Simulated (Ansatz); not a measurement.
A computed series for GaN: pressure series

Take GaN in the zinc blende structure (space group F-43m, No. 216; a = 4.549 Å) as the base.

Cell and atoms are relaxed at each pressure.

Computed with PBE (Ansatz, a quantum-chemistry and plane-wave program; PAW; 420 eV plane waves; without spin-orbit coupling).

| case | density | width of the top valence band | band gap |
|---|---|---|---|
| base | 5.91 g/cm³ | 3.50 eV | 1.54 eV |
| pressure −2 GPa | 5.84 g/cm³ | 3.45 eV | 1.46 eV |
| pressure −1 GPa | 5.88 g/cm³ | 3.48 eV | 1.50 eV |
| pressure 0.9 GPa | 5.94 g/cm³ | 3.53 eV | 1.57 eV |
| pressure 2.1 GPa | 5.98 g/cm³ | 3.56 eV | 1.62 eV |
| pressure 4.5 GPa | 6.06 g/cm³ | 3.62 eV | 1.70 eV |
| pressure 9 GPa | 6.20 g/cm³ | 3.74 eV | 1.84 eV |
| pressure 15 GPa | 6.36 g/cm³ | 3.87 eV | 2.01 eV |
| pressure 22.5 GPa | 6.56 g/cm³ | 4.03 eV | 2.21 eV |
| pressure 30 GPa | 6.74 g/cm³ | 4.17 eV | 2.38 eV |

Load acts through the strain it causes; cell and atoms are relaxed under it. No phonon test of stability was made. Tetrahedral semiconductors of this kind turn to denser phases somewhere between about 1 and 50 GPa; those were not computed, so compressed cells here can lie past the real transition. This is not the structure that GaN has at room temperature and ambient pressure.
